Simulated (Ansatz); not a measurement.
System: AlB2-type TiB2. Method: PBE-D3(BJ) (Ansatz, a first-principles code, PAW).

Settings: plane-wave cutoff 520 eV, 24×24×18 k mesh (along the axes of the cell as run), Fermi–Dirac smearing 0.05 eV, no spin polarisation, scalar-relativistic PAW data made under PBE.

Properties against volume:

Shape and atoms are relaxed at each volume.

```csv
V (Å³/atom),P (GPa),c (Å),a (Å)
7.954,11.74,3.127,2.968
8.120,5.58,3.154,2.986
8.285,0.00,3.181,3.004
8.451,-5.07,3.208,3.021
8.617,-9.66,3.234,3.038
```

Note: the bulk modulus comes from volumes at which shape and atoms were relaxed.
